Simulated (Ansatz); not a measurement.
**Defect calculation: N_Si in metastable 2H silicon carbide**

Computed with PBE, PAW (plane waves to 420 eV; Ansatz, an electronic-structure program). A 3×2×2 supercell of 96 sites was used; the energies come from a 2×2×2 shifted sampling of its zone. Site at the start: the Si site. Finite-size correction: monopole term and site-potential alignment. Dielectric constants: PBE linear response of the host. Host gap at this level: 2.31 eV. Finite-size and sampling errors can reach tenths of an eV here. Levels are measured in PBE's own, too narrow, gap. Spin–orbit coupling is left out. Each state is the lowest found from its start.

Formation energies E_f are given with the Fermi level at the valence-band maximum. Chemical conditions: C-rich (Δμ(Si) = -0.40 eV, Δμ(N) = -1.56 eV, bounded by beta Si3N4; only phases computed here count, gases as isolated molecules at 0 K); Si-rich (Δμ(Si) = 0.00 eV, Δμ(N) = -1.86 eV, bounded by beta Si3N4; only phases computed here count, gases as isolated molecules at 0 K). Reference phases: N: N2 molecule in a box, Si: silicon.

```json
[
 {"charge": "+1", "moment (μB)": "not spin-polarised", "largest move off a lattice site (Å)": "0.23", "image correction with alignment (eV)": "0.08", "E_f, C-rich (eV)": "6.07", "E_f, Si-rich (eV)": "6.77"},
 {"charge": "0", "moment (μB)": "1.0", "largest move off a lattice site (Å)": "0.33", "image correction with alignment (eV)": "0.00", "E_f, C-rich (eV)": "7.14", "E_f, Si-rich (eV)": "7.84"},
 {"charge": "−1", "moment (μB)": "not spin-polarised", "largest move off a lattice site (Å)": "0.64", "image correction with alignment (eV)": "0.28", "E_f, C-rich (eV)": "8.67", "E_f, Si-rich (eV)": "9.37"}
]
```

Transition levels above the valence-band maximum: ε(+1/0) = 1.08 eV; ε(0/−1) = 1.52 eV. On the lower envelope of the bound states, inside the gap: (+1/0) at 1.08 eV; (0/−1) at 1.52 eV.

Flagged in the runs: a host whose relaxation on this sampling wasn't shown to rest, a strain field that reaches the edge of the cell.
